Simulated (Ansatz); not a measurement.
The starting structures come from a database of crystals and need not be the phases stable at ambient conditions.

 Where the default PAW files enter, the runs use the earlier of Ansatz's two default sets.

```
FeS2
1.0
    3.37770     0.00000     0.00000
    0.00000     4.42562     0.00000
    0.00000     0.00000     5.39653
Fe S
2 4
Cartesian
  1.68885   2.21281   2.69827
  0.00000   0.00000   0.00000
  1.68885   3.09975   4.73912
  1.68885   1.32587   0.65741
  0.00000   0.88694   3.35567
  0.00000   3.53868   2.04086
```

Space group of this cell: Pnnm. The cell is taken as given; by PBEsol its mean pressure is -5.9 GPa.

The current runs along the normal of the first two printed vectors. All runs by Ansatz (an electronic-structure program), plane waves and PAW, without spin-orbit coupling; the base is PBEsol.

```
run                                                      mean pressure (GPa)  gap (eV)  mid-gap κ (1/Å)
-------------------------------------------------------  -------------------  --------  ---------------
base                                                                    -5.9      0.82            0.249
all lengths scaled by 0.98                                               4.5      0.95            0.262
all lengths scaled by 1.02                                             -13.4       ___              ___
lda in place of pbesol                                                  -9.7      0.75            0.239
lengths across the current scaled by 0.98, ions clamped                  0.7       ___              ___
lengths across the current scaled by 1.02, ions clamped                -11.0      0.70            0.244
lengths along the current scaled by 0.97, ions clamped                  -0.5      0.83            0.261
lengths along the current scaled by 1.03, ions clamped                  -9.9       ___              ___
```

Q: Some entries are withheld; supply them.

A: 
- all lengths scaled by 1.02, gap (eV): 0.68
- all lengths scaled by 1.02, mid-gap κ (1/Å): 0.234
- lengths across the current scaled by 0.98, ions clamped, gap (eV): 0.93
- lengths across the current scaled by 0.98, ions clamped, mid-gap κ (1/Å): 0.253
- lengths along the current scaled by 1.03, ions clamped, gap (eV): 0.76
- lengths along the current scaled by 1.03, ions clamped, mid-gap κ (1/Å): 0.232
